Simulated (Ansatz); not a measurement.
Input and output of a self-consistent single point for YPt2 (Fd-3m, 6 atoms in the cell) (Ansatz, a quantum-chemistry and plane-wave program).

Method of the run: PBEsol with spin-orbit coupling, default PAW files made with PBE (plane waves; Ansatz).

```
YPt2
1.0
    0.00000     3.82539     3.82539
    3.82539     0.00000     3.82539
    3.82539     3.82539     0.00000
Y Pt
2 4
Direct
  0.50000   0.50000   0.50000
  0.75000   0.75000   0.75000
  0.62500   0.12500   0.12500
  0.12500   0.12500   0.62500
  0.12500   0.62500   0.12500
  0.12500   0.12500   0.12500
```

Reference input (self-consistent single point, DFT, PBEsol, plane waves, default PAW files made with PBE): basis.ecutwfc = 30.9 Ry; kpoints.mp_grid.grid = 6 6 6; hamiltonian.xc = pbesol; hamiltonian.pseudopotentials = {kind: paw} (the program's default PAW files); scf.occupations.method = gaussian; scf.occupations.width = 0.0073 Ry. This run's input differs from it in these lines:

Ansatz 0.2 input:
```diff
@@ -20,2 +20,5 @@
   pseudopotentials: { kind: paw }
+magnetization:
+  noncollinear: true
+  spin_orbit: true
 scf:
```

Log, with long lists cut:

```
SCF iter   1: F=—  HF=-57289.503307 eV  |F-HF|=—  |Δ(HF+E_count)|=         —  Δρ=2.57e-1  dr2=1.88e2  dr2_m=0.00e0 (ungated)  ethr=3.10e-3  |M|=0.00e0 ∫|m|=0.00e0 μB  |m|>n=0.0e0 m-floor=0.0e0 τ_xc=0.0e0  β_m=0.30  ⟨swp⟩=5.8  Hψ=3876  notcnv=0
all-band conjugate gradients solve this SCF's bands
preconditioner: auto → Kerker (q_TF=auto, 2.650 Å⁻¹)
spin=Noncollinear: Kerker preconditioning applied to the charge; magnetization (m_x, m_y, m_z) channels mix plain (no charge-response kernel on spin).
   [... lines left out ...]
SCF iter  10: F=—  HF=-57269.227021 eV  |F-HF|=—  |Δ(HF+E_count)|=   1.75e-4  Δρ=3.20e-6  dr2=2.37e-8  dr2_m=0.00e0 (ungated)  ethr=1.06e-10  |M|=0.00e0 ∫|m|=0.00e0 μB  |m|>n=0.0e0 m-floor=0.0e0 τ_xc=0.0e0  β_m=0.99  ⟨swp⟩=9.9  Hψ=4634  notcnv=0
SCF iter  11: F=-57269.227021 eV  HF=-57269.227021 eV  |F-HF|=5.09e-11  |Δ(HF+E_count)|=   2.16e-9  Δρ=4.59e-7  dr2=1.57e-10  dr2_m=0.00e0 (ungated)  ethr=2.52e-11  |M|=0.00e0 ∫|m|=0.00e0 μB  |m|>n=0.0e0 m-floor=0.0e0 τ_xc=0.0e0  ⟨swp⟩=2.0  Hψ=2164  notcnv=0
SCF 1 converged in 11 iterations: F = -57269.227021 eV  dr2 = 1.57e-10
Magnetization: |M| = 0.0000 μB,  M = (+0.0000, +0.0000, +0.0000) μB
Absolute magnetization: 0.0000 μB (∫|m|)
  site 0: m = (+0.0000, +0.0000, +0.0000) μB, |m| = 0.0000 μB  (R = 1.31 Å)
  site 1: m = (+0.0000, +0.0000, +0.0000) μB, |m| = 0.0000 μB  (R = 1.31 Å)
  site 2: m = (+0.0000, +0.0000, +0.0000) μB, |m| = 0.0000 μB  (R = 1.12 Å)
  site 3: m = (+0.0000, +0.0000, +0.0000) μB, |m| = 0.0000 μB  (R = 1.12 Å)
  site 4: m = (+0.0000, +0.0000, +0.0000) μB, |m| = 0.0000 μB  (R = 1.12 Å)
  site 5: m = (+0.0000, +0.0000, +0.0000) μB, |m| = 0.0000 μB  (R = 1.12 Å)
Free energy (F): -57269.227021 eV
Internal energy: -57269.218083 eV  (E = F + TS)
E sigma→0 (E₀):  -57269.222552 eV
Entropy (-TS):   -0.008938 eV (-1.490 meV/atom)
Fermi energy:    18.320816 eV
   [... lines left out ...]
  atom   1  Y     -0.00000000     0.00000000     0.00000000
   [... zero for the other atoms too ...]
--- Stress (GPa, compression-positive) ---
       -4.316954      -0.000000      -0.000000
        0.000000      -4.316954       0.000000
        0.000000       0.000000      -4.316954
  P = ⅓ Tr σ = -4.3170 GPa (-43.170 kbar)
  The stress holds the Pulay correction. Without it, at fixed plane waves, as pw.x and ABINIT print it: P = -4.3571 GPa
```

The run converged in 11 iterations. Against the reference run the pressure goes from -3.81 to -4.32 GPa.

The starting cell comes from a database of computed structures (which also holds hypothetical and non-ambient phases and stackings), without a prior relaxation at this level. With a pressure of about -4 GPa the cell is away from its equilibrium volume at this level. Ansatz's pressure includes its estimate of the finite-basis (Pulay) stress.
